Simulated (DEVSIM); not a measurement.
System: abrupt Si p-n junction, at 300 K.

Layer 1 from the left is Si, thickness (μm) 23.0, Na (cm⁻³) 1.9e15, τn (s) 5.9e-5, τp (s) 5.9e-5. Layer 2 from the left is Si, thickness (μm) 0.820, Nd (cm⁻³) 4.6e15, τn (s) 5.9e-5, τp (s) 5.9e-5.

Left contact: ohmic. Right contact: ohmic. Voltage is applied to the left contact. Recombination: SRH at mid-gap. Mobility is constant in doping.

This is a model device: material constants are rounded textbook-type values typed into the input, and sizes, dopings and lifetimes were drawn at random. Values at 300 K.

Si: gap (eV) 1.124, affinity (eV) 4.05, permittivity 11.7, Nc (cm⁻³) 2.86e19, Nv (cm⁻³) 3.1e19, μn (cm²/Vs) 1417, μp (cm²/Vs) 470.

DEVSIM, 1D drift-diffusion, Boltzmann statistics, complete ionisation; no tunnelling, impact ionisation, image-force lowering or self-heating.

Dark forward current:

| |V| (V) | |J| (A/cm²) |
|---|---|
| 0.05 | 5.908e-9 |
| 0.10 | 4.539e-8 |
| 0.15 | 3.127e-7 |
| 0.20 | 2.130e-6 |
| 0.25 | 1.449e-5 |
| 0.30 | 9.860e-5 |
| 0.35 | 0.0006701 |
| 0.40 | 0.004541 |
| 0.45 | 0.03040 |
| 0.50 | 0.1910 |
| 0.55 | 0.9390 |
| 0.60 | 3.021 |
| 0.65 | 6.962 |
| 0.70 | 13.13 |
| 0.75 | 21.79 |
| 0.80 | 33.11 |
| 0.85 | 47.21 |
| 0.90 | 64.16 |
| 0.95 | 84.02 |
| 1.00 | 106.8 |
| 1.05 | 132.6 |
| 1.10 | 161.3 |
| 1.15 | 193.1 |
| 1.20 | 227.8 |
| 1.25 | 265.5 |
| 1.30 | 306.2 |

Task: Work out the local ideality factor n = ΔV / (kT/q · ln(J2/J1)) between the rows 0.15 and 0.20 V, 1.25 and 1.30 V.

Result: kT/q = 25.85 mV. From 0.15 to 0.20 V: ln(2.130e-6/3.127e-7) = 1.919, n = 1.01, near the 1 of diffusion or emission over a barrier. From 1.25 to 1.30 V: ln(306.2/265.5) = 0.143, n = 13.56.

Task: Estimate the current at 0.30 V from the Shockley equation with J0 = Σ q ni² D/(N L) coth(W/L), τ joining the SRH, radiative and Auger lifetimes that are on, and W taken as the whole layer.

Result: ni² = 1.16e20 cm⁻⁶; electrons in the p layer: μ = 1420 cm²/Vs, D = 36.6 cm²/s, τ = 5.90e-5 s, L = 465 μm, W/L = 0.049, term 1.56e-10 A/cm²; holes in the n layer: μ = 470 cm²/Vs, D = 12.1 cm²/s, τ = 5.90e-5 s, L = 268 μm, W/L = 0.0031, term 5.98e-10 A/cm². J0 = 7.54e-10 A/cm², and J = J0 exp(qV/kT) = 8.27e-5 A/cm². The simulation gives 9.86e-5 A/cm²; the estimate lies 16 % below. The estimate leaves out recombination in the depletion region and that region's share of W.
